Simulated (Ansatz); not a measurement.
Worked example: relaxation of the atoms of Tc (P-3m1, 2 atoms in the cell) in Ansatz (an electronic-structure program).

Method of the run: PBEsol, default PAW files made with PBE (plane waves; Ansatz).

The change in words: one atom moved by 0.15 angstrom; relax: default → atoms; relax.f_tol: default → 0.2 eV/Å. Reference geometry:
```
CELL_PARAMETERS angstrom
      1.36315    -2.36104     0.00000
      1.36315     2.36104     0.00000
      0.00000     0.00000     4.36805
ATOMIC_POSITIONS crystal
  Tc 0.33333 0.66667 0.25000
  Tc 0.66667 0.33333 0.75000
```

Reference input (self-consistent single point, DFT, PBEsol, plane waves, default PAW files made with PBE): basis.ecutwfc = 500 eV; kpoints.mp_grid.grid = 14 14 8; hamiltonian.xc = pbesol; hamiltonian.pseudopotentials = {kind: paw} (the program's default PAW files); scf.occupations.method = gaussian; scf.occupations.width = 0.1 eV. This run's input differs from it in these lines:

```diff
@@ -6,3 +6,3 @@
   atoms:
-    - { symbol: Tc, position: [0.333333, 0.666667, 0.250000] }
+    - { symbol: Tc, position: [0.333333, 0.666667, 0.284340] }
     - { symbol: Tc, position: [0.666667, 0.333333, 0.750000] }
@@ -17,2 +17,4 @@
   occupations: { method: gaussian, width: 0.1 eV }
+relax:
+  f_tol: 0.2
 output:
```

Output, abridged:

```
   [... SCF lines of the steps left out ...]
relax step   1: F+E_penalty+E_count = -10675.33916581 eV  Δ(F+E_penalty+E_count) = +0.000e0 eV  max|allowed force component| = 7.459e-1 eV/Å  Δτ_max = 0.0000 Å  (6 SCF iters, dr2 threshold 1.00e-4 eV, accepted)
relax step   2: F+E_penalty+E_count = -10675.37048813 eV  Δ(F+E_penalty+E_count) = -3.132e-2 eV  max|allowed force component| = 2.254e-1 eV/Å  Δτ_max = 0.0342 Å  (6 SCF iters, accepted)
relax step   3: F+E_penalty+E_count = -10675.37529284 eV  Δ(F+E_penalty+E_count) = -4.805e-3 eV  max|allowed force component| = 9.502e-2 eV/Å  Δτ_max = 0.0156 Å  (6 SCF iters, accepted)
the relaxation is at rest under the 12 symmetry operations that the run kept from its start: a minimum is not shown …
Free energy (F): -10675.375293 eV
Internal energy: -10675.364805 eV  (E = F + TS)
E sigma→0 (E₀):  -10675.370049 eV
Entropy (-TS):   -0.010488 eV (-5.244 meV/atom)
Fermi energy:    22.667978 eV
--- Forces (eV/Å), atoms counted from 1 ---
  atom   1  Tc    -0.00000000     0.00000000    -0.09502090
  atom   2  Tc     0.00000000     0.00000000     0.09502090
--- Stress (GPa, compression-positive) ---
       -0.905120       0.000000       0.000000
        0.000000      -0.905120      -0.000000
        0.000000       0.000000      -1.072227
  P = ⅓ Tr σ = -0.9608 GPa (-9.608 kbar)
   [... lines left out ...]
--- Relaxed structure (3 steps of the walk, 3 accepted, 0 SCFs on fresh bases) ---
  F+E_penalty+E_count = -10675.37529284 eV   max|allowed force component| = 9.502e-2 eV/Å
  atoms:
    - { symbol: Tc, position: [0.3333333333333333, 0.6666666666666665, 0.27294167542963577] }
    - { symbol: Tc, position: [0.6666666666666665, 0.3333333333333333, 0.761398324570364] }
```

The run converged. 

Summary of the result:
* **Free energy E − TS (on the zero of these files)**: -10675.3753 eV
* **Fermi level (on the code's own zero)**: 22.67 eV
* **Pressure**: -0.96 GPa
* **Largest force (vector length)**: 0.095 eV/Å
* **Relaxation steps**: 3

The starting cell has typed, rounded lattice constants, without a prior relaxation at this level. Its lattice was rescaled by up to half a per cent. For this run, on top of that: one atom moved by 0.15 angstrom. Spin polarisation is off. The relaxation keeps the symmetry of its start, so its end need not be a minimum. Ansatz's pressure includes its estimate of the finite-basis (Pulay) stress.

Keys are those of Ansatz 0.2.
